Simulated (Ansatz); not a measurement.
## A computed series for Ga2O3: pressure series

Take Ga2O3 in the corundum structure (space group R-3c, No. 167; a = 5.0577 Å, c = 13.6230 Å (hexagonal axes)) as the base.

Cell and atoms are relaxed at each pressure.

Calculations: plane-wave PAW DFT at the PBE level (Ansatz, a first-principles code, 420 eV), no spin-orbit coupling.

Notes on the quantities. enthalpy: H = E + PV relative to the base's energy.

```tsv
case	enthalpy	band gap	lattice parameter a
base	–	2.40 eV	5.058 Å
pressure −2 GPa	-0.13 eV/atom	2.30 eV	5.073 Å
pressure −1 GPa	-0.06 eV/atom	2.35 eV	5.065 Å
pressure 0.9 GPa	+0.06 eV/atom	2.45 eV	5.051 Å
pressure 2.1 GPa	+0.13 eV/atom	2.51 eV	5.042 Å
pressure 4.5 GPa	+0.28 eV/atom	2.63 eV	5.026 Å
pressure 9 GPa	+0.55 eV/atom	2.83 eV	4.997 Å
pressure 15 GPa	+0.91 eV/atom	3.08 eV	4.962 Å
pressure 22.5 GPa	+1.35 eV/atom	3.37 eV	4.924 Å
pressure 30 GPa	+1.77 eV/atom	3.63 eV	4.891 Å
```

Load acts through the strain it causes; cell and atoms are relaxed under it. Whether these cells are dynamically stable was not tested. Competing high-pressure phases were not computed.
